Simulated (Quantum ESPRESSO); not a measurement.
A working Quantum ESPRESSO input for Mg6AlSi (Amm2, 8 atoms in the cell) (DFT, PBEsol, plane waves, GBRV 1.5 ultrasoft (PBESOL) pseudopotentials):

```fortran
&CONTROL
    calculation = 'scf'
    prefix = 'scf'
    outdir = './tmp'
    pseudo_dir = './'
    tprnfor = .true.
    tstress = .true.
/
&SYSTEM
    ibrav = 0
    nat = 8
    ntyp = 3
    ecutwfc = 40
    ecutrho = 200
    occupations = 'smearing'
    smearing = 'mp'
    degauss = 0.0147
/
&ELECTRONS
    conv_thr = 1.0d-9
    mixing_beta = 0.4
/
ATOMIC_SPECIES
Mg    24.3050  mg_pbesol_v1.4.uspp.F.UPF
Al    26.9815  al_pbesol_v1.uspp.F.UPF
Si    28.0850  si_pbesol_v1.uspp.F.UPF
ATOMIC_POSITIONS {angstrom}
Mg    2.576906500    1.577040049    6.212413593
Mg    2.576906500   -1.577040049    6.212413593
Mg    0.000000000    1.571291575    4.404864067
Mg    0.000000000   -1.571291575    4.404864067
Mg    0.000000000    0.000000000    7.123639974
Mg    0.000000000    0.000000000    1.815639854
Al    2.576906500    0.000000000    8.861463650
Si    2.576906500    0.000000000    3.545373202
K_POINTS {automatic}
5 4 4  1 1 1
CELL_PARAMETERS {angstrom}
   5.153813000     0.000000000     0.000000000
   0.000000000     3.158502000     5.322584000
   0.000000000    -3.158502000     5.322584000
```

The run converged in 10 iterations: free energy E − TS -10434.0135 eV; Fermi level (on the code's own zero) 5.76 eV; pressure -3.30 GPa; largest force (vector length) 0.047 eV/Å. Each of these slips is then made, one at a time:

(1)
```diff
-ATOMIC_POSITIONS {angstrom}
-Mg    2.576906500    1.577040049    6.212413593
-Mg    2.576906500   -1.577040049    6.212413593
-Mg    0.000000000    1.571291575    4.404864067
-Mg    0.000000000   -1.571291575    4.404864067
-Mg    0.000000000    0.000000000    7.123639974
-Mg    0.000000000    0.000000000    1.815639854
-Al    2.576906500    0.000000000    8.861463650
-Si    2.576906500    0.000000000    3.545373202
+ATOMIC_POSITIONS {crystal}
+Mg    2.576906000    1.577040000    6.212414000
+Mg    2.576906000   -1.577040000    6.212414000
+Mg    0.000000000    1.571292000    4.404864000
+Mg    0.000000000   -1.571292000    4.404864000
+Mg    0.000000000    0.000000000    7.123640000
+Mg    0.000000000    0.000000000    1.815640000
+Al    2.576906000    0.000000000    8.861464000
+Si    2.576906000    0.000000000    3.545373000
```

(2)
```diff
-5 4 4  1 1 1
+1 1 1  0 0 0
```

(3)
```diff
-    ecutwfc = 40
+    ecutwf = 40
```

### Question
Predict the outcome of each change.

### Answer

(1) Fractional and Cartesian coordinates mixed up. The run converged in 11 iterations without an error; against the sound input the free energy rises by 15.0 eV/atom, the pressure goes from -3.30 to 148.1 GPa and the largest force goes from 0.047 to 283.7 eV/Å.

(2) A single k-point for a small metallic cell. The run converged in 11 iterations without an error; against the sound input the free energy drops by 113 meV/atom, the pressure goes from -3.30 to -3.78 GPa and the largest force goes from 0.047 to 0.317 eV/Å.

(3) A keyword that the program does not know. The program stopped before any SCF iteration.
```
Error in routine  read_namelists (1):
bad line in namelist &system: "    ecutwf = 40" (error could be in the previous line)
```

The starting cell comes from a database of computed structures (which also holds hypothetical and non-ambient phases and stackings), without a prior relaxation at this level. Its lattice was rescaled by a random factor within 2.5 % of one. In the base run, with a pressure of about -3 GPa the cell is away from its equilibrium volume at this level.

Left out of this page: 4 runs of the series outside the window shown, repeating another row's setting, or not comparable.
